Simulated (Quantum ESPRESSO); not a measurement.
Input and output of a self-consistent single point for BaCu4As2 (R-3m, 7 atoms in the cell) (Quantum ESPRESSO).

Method: PBEsol, PSlibrary PAW (PBE) pseudopotentials (plane waves; Quantum ESPRESSO).

```yaml
crystal:
  lattice:
    - [2.06357, 1.19140, 8.05447]
    - [-2.06357, 1.19140, 8.05447]
    - [0.00000, -2.38280, 8.05447]
  atoms:
    - { symbol: Ba, position: [0.00000, 0.00000, 0.00000] }
    - { symbol: Cu, position: [0.55658, 0.55658, 0.55658] }
    - { symbol: Cu, position: [0.44342, 0.44342, 0.44342] }
    - { symbol: Cu, position: [0.85557, 0.85557, 0.85557] }
    - { symbol: Cu, position: [0.14443, 0.14443, 0.14443] }
    - { symbol: As, position: [0.75636, 0.75636, 0.75636] }
    - { symbol: As, position: [0.24364, 0.24364, 0.24364] }
```

Reference input (self-consistent single point, DFT, PBEsol, plane waves, PSlibrary PAW (PBE) pseudopotentials): ecutwfc = 50 Ry; ecutrho = 300 Ry; occupations = smearing; smearing = marzari-vanderbilt; degauss = 0.0099958 Ry; input_dft = pbesol; K_POINTS = automatic 5 5 5 0 0 0; conv_thr = 1e-09 Ry; mixing_beta = 0.4. This run's input differs from it in these lines:

```diff
@@ -12,4 +12,4 @@
   ntyp = 3
-  ecutwfc = 50
-  ecutrho = 300
+  ecutwfc = 57
+  ecutrho = 342
   occupations = 'smearing'
```

The program printed (abridged):

```
     Self-consistent Calculation

     iteration #  1     ecut=    57.00 Ry     beta= 0.40

     Threshold (ethr) on eigenvalues was too large:
     Diagonalizing with lowered threshold

     total energy              =   -1617.02718663 Ry
     estimated scf accuracy    <       0.65397814 Ry

     iteration #  2     ecut=    57.00 Ry     beta= 0.40

     total energy              =   -1617.17747409 Ry
     estimated scf accuracy    <       1.51066414 Ry

     iteration #  3     ecut=    57.00 Ry     beta= 0.40

     total energy              =   -1617.32356589 Ry
     estimated scf accuracy    <       0.03149212 Ry

   [... 9 blocks of this kind left out ...]

     iteration # 13     ecut=    57.00 Ry     beta= 0.40

     total energy              =   -1617.33130386 Ry
     estimated scf accuracy    <          1.9E-09 Ry

     iteration # 14     ecut=    57.00 Ry     beta= 0.40
     End of self-consistent calculation

     the Fermi energy is    11.3046 ev

!    total energy              =   -1617.33130386 Ry
     estimated scf accuracy    <          5.9E-10 Ry
     smearing contrib. (-TS)   =      -0.00037131 Ry
     internal energy E=F+TS    =   -1617.33093255 Ry

     convergence has been achieved in  14 iterations

     Forces acting on atoms (cartesian axes, Ry/au):

     atom    1 type  1   force =     0.00000000    0.00000000   -0.00000000
     atom    2 type  2   force =    -0.00000000    0.00000000   -0.00263010
     atom    3 type  2   force =     0.00000000   -0.00000000    0.00263010
     atom    4 type  2   force =     0.00000000   -0.00000000    0.00268472
     atom    5 type  2   force =     0.00000000    0.00000000   -0.00268472
   [... lines left out ...]

     Total force =     0.011706     Total SCF correction =     0.000060

          total   stress  (Ry/bohr**3)                   (kbar)     P=       20.97
   0.00010654   0.00000000   0.00000000           15.67        0.00        0.00
   0.00000000   0.00010654  -0.00000000            0.00       15.67       -0.00
   0.00000000  -0.00000000   0.00021463            0.00       -0.00       31.57

   JOB DONE.
```

The run converged in 14 iterations. Against the reference run the free energy goes down by 7.6 meV/atom, the pressure goes from 1.58 to 2.10 GPa and the largest force stays at 0.190 eV/Å.

The starting cell comes from a database of computed structures (which also holds hypothetical and non-ambient phases and stackings), without a prior relaxation at this level. Its lattice was rescaled by a random factor within 2.5 % of one. Spin polarisation is off. The run gives no clean gap (levels at the Fermi energy touch, overlap or are partly filled at this smearing), which alone does not show that the compound is a metal.

Cost on one core of a shared machine: roughly 10 min.
